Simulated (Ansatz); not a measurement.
CsOH: response to strain

Consider CsOH (space group Cmc2_1, No. 36; a cell from a computed database, its experimental status unchecked).

```yaml
crystal:
  lattice:
    - [2.16647, -5.71089, 0.00000]
    - [2.16647, 5.71089, 0.00000]
    - [0.00000, 0.00000, 4.49684]
  atoms:
    - { symbol: Cs, position: [0.86170, 0.13830, 0.73387] }
    - { symbol: Cs, position: [0.13830, 0.86170, 0.23387] }
    - { symbol: H, position: [0.53483, 0.46517, 0.61050] }
    - { symbol: H, position: [0.46517, 0.53483, 0.11050] }
    - { symbol: O, position: [0.59404, 0.40596, 0.76534] }
    - { symbol: O, position: [0.40596, 0.59404, 0.26534] }
```

Cartesian axes are those of the cell as printed.

Strains are applied to the cell and any free atomic positions relax; under biaxial strain the out-of-plane vector relaxes too.

Level of theory: Ansatz (a first-principles code) r2SCAN, no SOC.

Notes on the quantities. pressure: mean of the normal stresses, compression positive.

```csv
change,band gap,width of the top valence band,volume per atom,pressure
base,4.53 eV,0.45 eV,18.55 Å³,0.00 GPa
"biaxial strain +1.65 %, plane normal [001], relaxed out of plane",4.45 eV,0.49 eV,18.85 Å³,-0.32 GPa
"biaxial strain +2.83 %, plane normal [001], relaxed out of plane",___,___,___,___
isotropic strain +0.62 %,4.47 eV,0.43 eV,18.89 Å³,-0.38 GPa
isotropic strain +4.03 %,4.06 eV,0.37 eV,20.88 Å³,-1.68 GPa
```

Question: Complete the table.

Answer: 
- biaxial strain +2.83 %, plane normal [001], relaxed out of plane, band gap: 4.37 eV
- biaxial strain +2.83 %, plane normal [001], relaxed out of plane, width of the top valence band: 0.51 eV
- biaxial strain +2.83 %, plane normal [001], relaxed out of plane, volume per atom: 19.08 Å³
- biaxial strain +2.83 %, plane normal [001], relaxed out of plane, pressure: -0.51 GPa

Stability against distortions was not tested.
